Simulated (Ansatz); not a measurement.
A calculation on CsCl-type CoGa returned lattice constant a 2.850 Å, elastic constant C11 243 GPa, elastic constant C44 122 GPa, Voigt–Reuss–Hill shear modulus 75.8 GPa, formation enthalpy -0.335 eV/atom.

For reference: lattice constant a 2.878 Å (measured, temperature not stated, copied from a table, unchecked, not corrected to a static lattice; as tabulated in Monatshefte fuer Chemie und verwandte Teile anderer Wissenschaften 123, 509 (1992)).

Question: Which level of theory produced these numbers?
(A) r²SCAN (Ansatz, a program for electronic structure)
(B) PBE-D3(BJ) (Ansatz)
(C) HSE06 (Ansatz)
(D) LDA (Ansatz)

Answer: B, PBE-D3(BJ) (Ansatz)

The others give: r²SCAN 2.844 Å, 276 GPa, 125 GPa, 90.1 GPa, -0.175 eV/atom; HSE06 2.839 Å, 315 GPa, 118 GPa, 103 GPa, -0.117 eV/atom; LDA 2.810 Å, 265 GPa, 128 GPa, 76.5 GPa, -0.376 eV/atom.

Unless a cell is named, each level is at its own relaxed cell (HSE06 11.44, LDA 11.09, PBE-D3(BJ) 11.58, r²SCAN 11.50 Å³/atom).

The crystal itself was run without spin with r²SCAN, HSE06, LDA, PBE-D3(BJ); a magnetic state was not tried in these runs.

Caveats: exact exchange on metals is sensitive to the k mesh and can open a false gap (HSE06); hybrids on metals are sensitive to the k mesh (HSE06); the dispersion coefficients are held fixed in the derivatives (PBE-D3(BJ)); the run warned that the count of filled bands differs between k points (HSE06). Ansatz's density-functional and Hartree–Fock values are scalar-relativistic unless marked +SOC, with PAW data made under PBE.
